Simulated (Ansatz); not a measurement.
**NaI: energy against strain**

NaI (rock salt, Fm-3m, 32.800 Å³/atom at rest) under an equal strain ε in the (111) plane with the normal axis free, as in a coherent film. PBEsol in Ansatz, a plane-wave DFT program (PAW, default set), 420 eV, 9×9×9 Γ-centred mesh, Fermi-Dirac smearing 0.05 eV; ions are relaxed within the symmetry of each cell.

Here s stands for strain and y for E less E0.

```csv
strain (%),E less E0 (meV/atom)
-2.50,?
-1.25,0.90
-0.83,0.40
-0.42,0.10
0.00,0.00
0.42,0.09
0.83,0.35
1.25,0.80
```

Taking a parabola for y over the 7 complete rows: Least squares gives y = 0.000 - 0.0352·s + 0.5444·s². Residuals (row less fit): 0.005, -0.004, -0.011, 0.000, 0.009, 0.004, -0.007; standard error 0.009 (degrees of freedom: 4). Twice the quadratic coefficient over the volume, 2 × 0.5444 meV × 10⁴ × 0.1602 / 32.800 Å³, is twice the biaxial elastic modulus of this plane = 53 ± 0.5 GPa.

**Question.** Predict the withheld y at s = -2.50 from the fit, and compare with the calculation.

**Answer.** y = 0.000 - 0.0352 × (-2.50) + 0.5444 × (-2.50)² = 3.490 meV/atom. The calculation gives 3.68 meV/atom, 0.190 meV/atom above the prediction (5.2 % of the range of y in the table). The row lies outside the fitted rows, so this is an extrapolation. From the scatter of the fitted rows alone, a prediction at this place has a standard error of 0.033 meV/atom, so the miss is 5.8 times that.

One order more, fitted to all 13 runs of the series, follows each within 0.01, so the miss is the next term of a smooth law. Rows are the converged runs of the series near zero and its far end; series whose fitted rows scatter by over a few per cent of the range, as at a crossing or softening among them, aren't shown in this form. Most that stay on the fit to the last digits aren't either.
